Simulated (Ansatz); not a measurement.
The starting structures come from a database of crystals and need not be the phases stable at ambient conditions.

Inside the gap of an insulator the Bloch states are evanescent, with a wavenumber k + iκ along the transport direction.

Here is the system:

```
BiPbVO5
1.0
    5.83140     0.00000     0.00000
    1.01376     7.25862     0.00000
    2.78791    -2.46188     6.30205
V Bi Pb O
2 2 2 10
Direct
  0.57812   0.62104   0.69260
  0.26482   0.92481   0.39334
  0.01174   0.01884   0.01062
  0.83322   0.52384   0.07659
  0.23876   0.38455   0.35659
  0.60831   0.15766   0.73320
  0.68009   0.26996   0.06575
  0.05372   0.05816   0.32627
  0.08080   0.97173   0.66363
  0.37674   0.66752   0.24568
  0.16475   0.27342   0.02388
  0.47283   0.87569   0.84862
  0.31422   0.53420   0.72385
  0.52139   0.02187   0.35482
  0.77688   0.47771   0.76241
  0.76891   0.58149   0.42496
```

Space group of this cell: P1. The cell is taken as given; by PBEsol its mean pressure is -6.1 GPa.

Transport runs along the normal of the first two printed cell vectors.

The gap is the functional's own. No spin-orbit coupling. Mid-gap values are interpolated on the energy grid.

Problem. State the band gap and the smallest decay constant κ at mid-gap according to Ansatz (a program for electronic structure) with PBEsol.

Solution. Gap 2.73 eV on a 6×6×6 mesh; κ = 0.406 1/Å, at the zone centre.
